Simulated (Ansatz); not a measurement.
Consider BaLiF$_{3}$ in the cubic perovskite structure (space group Pm-3m, No. 221; a = 3.958 Å; a cell from a computed database, its experimental status unchecked).

One thing is altered: cell and atoms relaxed at a pressure of 0.3 GPa.

Levels (all Ansatz, an electronic-structure program, PAW): PBEsol (420 eV, no SOC); HSE06 (420 eV, spin-orbit coupling left out).

The geometry is relaxed with PBEsol.

| Quantity | Result |
|---|---|
| PBEsol band gap | 6.62 eV |

Question: Predict the band gap from HSE06.

Answer: The band gap grows by 2.16 eV to 8.78 eV.

Single points use the geometry relaxed with PBEsol. Load acts through the strain it causes; cell and atoms are relaxed under it. Whether these cells are dynamically stable was not tested. Many cubic perovskites are stable only at high temperature; tilts and polar distortions were not tested.
